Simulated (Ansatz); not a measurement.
Base system: BiPt in the NiAs type structure (space group P6_3/mmc, No. 194; a = 4.3610 Å, c = 5.4928 Å; relaxed with 0.1 eV smearing).

Level of theory: PBEsol (Ansatz, a quantum-chemistry and plane-wave program), scalar-relativistic without spin-orbit coupling.

Base values:

| Quantity | Result |
|---|---|
| Pressure | 0.0 GPa |
| Band gap | zero |

Perturbation: every lattice vector is stretched by 0.41 %; the atoms relax in the strained cell.

Predict the new pressure.

The pressure (mean of the normal stresses, compression positive) goes from zero to -1.5 GPa.

What happens to the energy relative to the base?

The energy goes up by 1.3 meV/atom.

Estimate the effect on the band gap.

The band gap is still zero.

No phonon test of stability was made. The final runs are not spin-polarised.
